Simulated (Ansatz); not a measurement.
Consider Na in the bcc (W type) structure (space group Im-3m, No. 229; a = 4.171 Å).

The values are results of PBEsol in Ansatz (plane waves to 420 eV, PAW, without spin-orbit coupling), earlier PAW set, not measurements.

One change was made to it. Results:

| quantity | base | after |
|---|---|---|
| density | 1.05 g/cm³ | 1.59 g/cm³ |
| shortest interatomic distance | 6.826 bohr | 5.948 bohr |

Name the change that was made.
A. pressure 75 GPa
B. pressure 50 GPa
C. pressure 100 GPa
D. pressure 7 GPa
E. pressure 30 GPa

D, pressure 7 GPa. For comparison, the density in the other runs: pressure 30 GPa gives 2.39 g/cm³; pressure 50 GPa gives 2.82 g/cm³; pressure 75 GPa gives 3.24 g/cm³; pressure 100 GPa gives 3.59 g/cm³.

Load acts through the strain it causes; cell and atoms are relaxed under it. Stability against distortions was not tested. Measured, Na leaves this structure (for fcc) near 65 GPa (temperature not stated; as listed in Olga Degtyareva, NATO science for peace and security series. B, Physics and biophysics (2010)).

Ansatz is a quantum-chemistry and plane-wave program.
